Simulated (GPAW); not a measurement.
**σxx against uniaxial strain in cubic perovskite BaTiO3 (space group 221): C11 (GPAW, LDA)**

```yaml
crystal:
  lattice:
    - [3.88862, 0.00000, 0.00000]
    - [0.00000, 3.94783, 0.00000]
    - [0.00000, 0.00000, 3.94783]
  atoms:
    - { symbol: Ba, position: [0.00000, 0.00000, 0.00000] }
    - { symbol: Ti, position: [0.50000, 0.50000, 0.50000] }
    - { symbol: O, position: [0.50000, 0.00000, 0.50000] }
    - { symbol: O, position: [0.00000, 0.50000, 0.50000] }
    - { symbol: O, position: [0.50000, 0.50000, 0.00000] }
```

Method: LDA (Perdew-Wang 92), GPAW PAW datasets LDA (gpaw-data 1.0.1) (plane waves; GPAW). Settings: mode = pw; ecut = 1040 eV; xc = LDA; kpts = 10 10 10; mesh shift (steps) = 0 0 0; occupations.name = fermi-dirac; occupations.width = 0.01 eV; nbands = -6; convergence.density = 1e-06 e/electron; convergence.energy = 1e-06 eV/electron; convergence.bands = -4; symmetry.symmorphic = false; symmetry.tolerance = 0.0005; maxiter = 150. The cell above is the first row's. The rows stretch one cube axis (x) by the strain ε and hold the other two. Stress is positive in tension. In all rows fractional positions and the k mesh are held.

| ε (%) | σxx (GPa) |
|---|---|
| -1.5 | ? |
| -1.0 | -3.60 |
| -0.5 | -1.74 |
| 0.0 | 0.03 |
| 0.5 | 1.72 |
| 1.0 | 3.32 |
| 1.5 | 4.83 |
| 2.0 | 6.28 |

The 7 complete rows are fitted with a parabola, σxx against ε. Least squares gives σxx = 0.029 + 3.4588·ε - 0.1681·ε². Residuals (row less fit): -0.002, 0.002, 0.001, 0.004, 0.000, -0.009, 0.006; standard error 0.006 (degrees of freedom: 4). The slope at ε = 0, 3.4588 GPa per cent, gives C11 ≈ 100 × 3.4588 = 346 GPa, for the static lattice.

Task: Predict the withheld σxx at ε = -1.5 from the fit, and compare with the calculation.

Result: σxx = 0.029 + 3.4588 × (-1.5) - 0.1681 × (-1.5)² = -5.537 GPa. The calculation gives -5.56 GPa, 0.023 GPa below the prediction (0.2 % of the range of σxx in the table). The row lies outside the fitted rows, so this is an extrapolation. From the scatter of the fitted rows alone, a prediction at this place has a standard error of 0.011 GPa, so the miss is 2.1 times that.

Carrying the step between the two nearest rows on in a straight line would have given -5.46, off by 0.10; series whose last step already gives the withheld value aren't shown. The reference cell has the volume at which an earlier scan in this program and functional put its minimum by a fit. This is a high-temperature phase, held here by symmetry. The runs keep the symmetry of the cell, so they don't test it for distortions. The unstrained cell stands at a pressure of -0.03 GPa, and the constants belong to that pressure. By symmetry this strain leaves no force on the atoms; the largest in the rows is 0.000 eV/Å. Spin-orbit coupling is off. Cutoffs and mesh are single choices, not tested for convergence of this quantity. Series with a scatter that would blur these digits, or in which a gap closes, are not shown. Strain series were run only where this level's volume lies within 10 % of a first guess from the measured size.
